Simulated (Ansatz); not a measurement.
# A computed series for In2Ge2O7: pressure series

Start from In2Ge2O7 (space group C2/m, No. 12; a = 6.6545 Å, b = 8.8680 Å, c = 4.9603 Å, α = 90.00°, β = 102.08°, γ = 90.00°).

Cell and atoms are relaxed at each pressure.

The values are results of DFT with PBEsol, PAW potentials and a 420 eV plane-wave cutoff in Ansatz (a first-principles code), spin-orbit coupling left out, earlier PAW set, not measurements.

```tsv
case	band gap	volume per atom	gap character
base	1.99 eV	13.01 Å³	direct at Γ
pressure −2 GPa	1.87 eV	13.20 Å³	direct at Γ
pressure 0.9 GPa	2.04 eV	12.93 Å³	direct at Γ
pressure 4.5 GPa	2.24 eV	12.60 Å³	direct at Γ
pressure 9 GPa	2.38 eV	12.22 Å³	indirect, k = (0.200, 0.200, 1/3) in the run's primitive reciprocal basis → Γ
pressure 15 GPa	…	…	indirect, k = (0.200, 0.200, 1/3) in the run's primitive reciprocal basis → Γ
pressure 22.5 GPa	2.42 eV	11.12 Å³	indirect, k = (0.200, 0.200, 1/3) in the run's primitive reciprocal basis → Γ
```

Problem. Some entries are withheld; estimate them.

Solution. 
- pressure 15 GPa, band gap: 2.47 eV
- pressure 15 GPa, volume per atom: 11.71 Å³

Load acts through the strain it causes; cell and atoms are relaxed under it. Whether these cells are dynamically stable was not tested. Competing high-pressure phases were not computed.
